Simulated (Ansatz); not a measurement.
Consider AlP in the zinc blende structure (space group F-43m, No. 216; a = 5.508 Å).

The other end (x = 1) is BP in the zinc blende structure (space group F-43m, No. 216): 11.76 Å³/atom, gap 1.25 eV.

Calculations: PBE (Ansatz, an electronic-structure program, PAW, no spin-orbit coupling).

B replaces a fraction x of Al; each row is one arrangement (x, atoms in the cell, starting space group or random), fully relaxed.

One change was made to it. Results:

```json
[
 {"quantity": "deviation of the volume from the linear (Vegard-type) interpolation", "base": "–", "after": "-2.8 %"},
 {"quantity": "mean first-shell distances", "base": "–", "after": "Al–P 2.343 Å (end compound 2.385 Å), B–P 2.036 Å (end compound 1.970 Å)"},
 {"quantity": "mixing energy", "base": "–", "after": "+189 meV/atom"},
 {"quantity": "band gap", "base": "1.63 eV", "after": "0.49 eV"},
 {"quantity": "gap character (in this cell's own zone, which can be folded)", "base": "–", "after": "direct at Γ"}
]
```

Question: Which of these changes matches the shifts?
A. x(B) = 0.25, 8 atoms, Amm2
B. x(B) = 0.5, 4 atoms, R3m
C. x(B) = 0.5, 8 atoms, Pmn2_1
D. x(B) = 0.5, 8 atoms, I-42d
E. x(B) = 0.333, 6 atoms, P3m1

Answer: C, x(B) = 0.5, 8 atoms, Pmn2_1. For comparison, the band gap in the other runs: x(B) = 0.25, 8 atoms, Amm2 gives 0.99 eV; x(B) = 0.5, 8 atoms, I-42d gives 0.88 eV; x(B) = 0.333, 6 atoms, P3m1 gives 1.07 eV; x(B) = 0.5, 4 atoms, R3m gives 0.62 eV.

Each cell is one ordered arrangement of few atoms, which overstates ordering effects compared with a random alloy. Whether these cells are dynamically stable was not tested. k-point labels follow each cell's own Brillouin zone.
